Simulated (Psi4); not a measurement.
Psi4 1.11, CCSD(T)/def2-svp, cc_type df, scf_type df, freeze_core True: F[SiH2][GeH3], 8 atoms. The geometry is a generated start, not checked to be a minimum at this level.

```
Item                                                     Result
-------------------------------  ------------------------------
task                                                     energy
basis                                                  def2-svp
memory                                                     7 GB
cc_type                                                      df
scf_type                                                     df
freeze_core                                                true
guess                            auto, which took SAD (default)
diis_max_vecs                                      10 (default)
scf_initial_accelerator                         adiis (default)
e_convergence                                   1e-08 (default)
d_convergence                                   1e-08 (default)
basis functions (reference run)                              89
```

```xyz
8

Si    -1.1819     0.0975     0.0846
F     -1.7809    -1.0113    -0.9151
Ge     1.1363    -0.0284    -0.0261
H     -1.7329    -0.2655     1.3848
H     -1.7285     1.3528    -0.4094
H      1.8126     1.3043     0.0734
H      1.7682    -0.8166     1.0787
H      1.7071    -0.6328    -1.2709
```
Charge 0, spin multiplicity 1.

Differences are taken against the run with method = ccsd(t); no run here is proven converged. One run each, on a shared machine, so no times are given.

Measured:

```tsv
setting	virtual orbitals kept	energy against the reference
the reference	—	—
method = fno-ccsd(t), occ_tolerance = 1e-06	59	under 0.001 meV/atom
method = fno-ccsd(t), occ_tolerance = 0.0003	52	+1.7 meV/atom
method = fno-ccsd(t), occ_tolerance = 0.001	38	+12 meV/atom
```

Problem. Predict the row for method = fno-ccsd(t), occ_tolerance = 0.003.

Solution. virtual orbitals kept: 28; energy against the reference: +47 meV/atom. Total energies are compared; such shifts often cancel in part in energy differences. The FNO energies hold the MP2 energy of the dropped orbitals.
